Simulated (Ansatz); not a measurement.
System: interstitial Li in alpha cristobalite (charge state +1). These are PBE, PAW (plane waves to 420 eV; Ansatz, a program for electronic structure) values and carry that method's errors.

96-site cell at the relaxed PBE lattice, the Γ point alone, smearing 0.01 eV, spin-restricted, no finite-size correction. No zero-point or tunnelling terms. The host's phase is taken as given; its stability against other phases was not computed. The charge state is imposed; whether it is stable for some Fermi level was not computed. Sites that were not tried may lie lower.

Barriers: single points on a 2×2×2 k-point mesh shifted by half a step at the bands' geometries.

Relaxed starting cell (atoms counted from 1):

```
LiO64Si32
1.0
   10.16610     0.00000     0.00000
    0.00000    10.16610     0.00000
    0.00000     0.00000    14.19760
Si O Li
32 64 1
Direct
  0.39276   0.09975   0.37505
  0.39823   0.10489   0.88062
  0.40059   0.61459   0.36676
  0.39397   0.59947   0.87922
  0.89561   0.09799   0.37955
  0.90396   0.11590   0.86610
  0.89661   0.60538   0.37925
  0.89436   0.60123   0.87367
  0.10093   0.39253   0.12495
  0.10690   0.40658   0.61579
  0.09595   0.88960   0.11889
  0.10924   0.90479   0.63261
  0.60920   0.39970   0.13282
  0.59844   0.38680   0.62000
  0.60708   0.90150   0.11805
  0.60151   0.89222   0.62583
  0.35281   0.35689   0.25149
  0.34748   0.35027   0.75085
  0.35584   0.85924   0.23971
  0.35755   0.85401   0.75648
  0.85852   0.35292   0.25589
  0.85790   0.35977   0.73796
  0.84808   0.85047   0.25058
  0.85397   0.85790   0.75063
  0.14618   0.14419   0.99892
  0.14779   0.14624   0.50391
  0.14071   0.63928   0.99897
  0.15558   0.66270   0.49780
  0.65526   0.15996   0.99482
  0.64079   0.13813   0.49831
  0.64647   0.64225   0.00236
  0.64357   0.64117   0.50003
  0.29625   0.12459   0.46552
  0.29970   0.12249   0.96984
  0.29965   0.65830   0.45000
  0.29315   0.62586   0.96542
  0.79293   0.12621   0.46495
  0.80179   0.16102   0.94651
  0.79537   0.62139   0.46734
  0.79509   0.62691   0.96103
  0.37261   0.21085   0.29482
  0.34184   0.19928   0.79399
  0.38965   0.71067   0.27533
  0.37122   0.70426   0.79416
  0.87963   0.20447   0.29538
  0.90789   0.21255   0.77260
  0.86030   0.70203   0.29200
  0.87834   0.71183   0.79195
  0.20484   0.36373   0.20880
  0.19674   0.35703   0.70694
  0.20711   0.86282   0.19815
  0.20556   0.88211   0.72341
  0.70666   0.37112   0.22148
  0.70818   0.35168   0.69991
  0.70141   0.87144   0.20776
  0.70468   0.86737   0.71163
  0.36819   0.46459   0.33526
  0.36782   0.45262   0.83595
  0.36262   0.95642   0.33036
  0.39315   0.95484   0.84215
  0.89325   0.45483   0.34072
  0.86523   0.45742   0.82761
  0.87325   0.95185   0.33710
  0.87443   0.96624   0.83423
  0.10355   0.04008   0.07900
  0.12925   0.06123   0.60309
  0.11650   0.54315   0.08847
  0.14794   0.55258   0.58230
  0.64286   0.04401   0.07221
  0.61708   0.04243   0.58860
  0.62926   0.54907   0.09446
  0.61050   0.53828   0.58538
  0.04344   0.10235   0.42413
  0.05936   0.12542   0.90042
  0.04362   0.63755   0.41879
  0.04557   0.60090   0.91086
  0.54441   0.10080   0.41135
  0.54696   0.14413   0.90983
  0.54905   0.61935   0.40926
  0.54373   0.60467   0.91811
  0.12425   0.29320   0.03580
  0.12650   0.30064   0.53150
  0.11298   0.79078   0.02952
  0.14007   0.80836   0.54502
  0.63676   0.30113   0.04476
  0.61221   0.28937   0.53035
  0.62325   0.79374   0.03417
  0.62531   0.79000   0.53994
  0.45795   0.38187   0.16719
  0.45361   0.36608   0.66781
  0.45596   0.90381   0.15591
  0.45261   0.87548   0.66630
  0.95252   0.37371   0.16442
  0.95550   0.40498   0.65281
  0.95188   0.87131   0.16514
  0.95751   0.88703   0.66557
  0.13780   0.17340   0.75624
```
Cell charge +1.

End state 1 differs by these moves (Å; atoms that move under 0.25 Å are left out):

```csv
atom,element,Δx,Δy,Δz
34,O,-0.06,0.29,-0.10
39,O,-0.01,0.30,-0.06
42,O,0.25,0.10,-0.12
45,O,-0.27,0.07,-0.01
46,O,-0.30,-0.23,-0.03
52,O,-0.03,0.03,-0.25
60,O,-0.32,0.08,0.02
61,O,-0.32,0.06,0.05
62,O,0.24,-0.14,0.02
66,O,-0.39,-0.09,-0.33
67,O,0.23,-0.02,0.14
68,O,-0.28,-0.05,-0.04
70,O,0.41,-0.03,0.18
71,O,-0.20,0.01,-0.18
73,O,0.06,0.27,-0.29
77,O,0.07,-0.10,0.23
80,O,0.01,0.26,-0.17
84,O,-0.23,-0.10,-0.10
92,O,0.05,0.25,0.11
94,O,-0.01,-0.36,-0.03
97,Li,-2.55,-0.97,-1.97
```

Give the forward and backward barriers to end state 1 at the level PBE, PAW.

forward 0.21 eV, backward 0.21 eV; at the saddle point atom 97 has neighbours O at 1.98, O at 1.99, O at 2.28, O at 2.56 Å. The saddle point's order was not checked.

End state 2 differs by these moves (Å; atoms that move under 0.25 Å are left out):

| atom | element | Δx | Δy | Δz |
|---|---|---|---|---|
| 45 | O | -0.30 | 0.03 | 0.04 |
| 46 | O | -0.31 | -0.22 | -0.03 |
| 59 | O | 0.33 | -0.05 | -0.04 |
| 60 | O | -0.26 | 0.03 | -0.01 |
| 61 | O | -0.25 | 0.03 | 0.02 |
| 62 | O | 0.34 | -0.12 | -0.03 |
| 66 | O | -0.32 | -0.08 | -0.30 |
| 68 | O | -0.33 | -0.06 | -0.06 |
| 70 | O | 0.25 | 0.00 | 0.18 |
| 73 | O | 0.05 | 0.25 | -0.25 |
| 80 | O | -0.01 | 0.25 | -0.13 |
| 84 | O | -0.26 | -0.09 | -0.08 |
| 91 | O | 0.02 | -0.29 | -0.07 |
| 94 | O | 0.01 | -0.45 | -0.07 |
| 97 | Li | -2.38 | -0.79 | -1.85 |

What is the computed forward and backward barriers to end state 2 (PBE, PAW)?

forward 0.21 eV, backward 0.21 eV; at the saddle point atom 97 has neighbours O at 1.98, O at 1.99, O at 2.26, O at 2.57 Å. The saddle point's order was not checked.
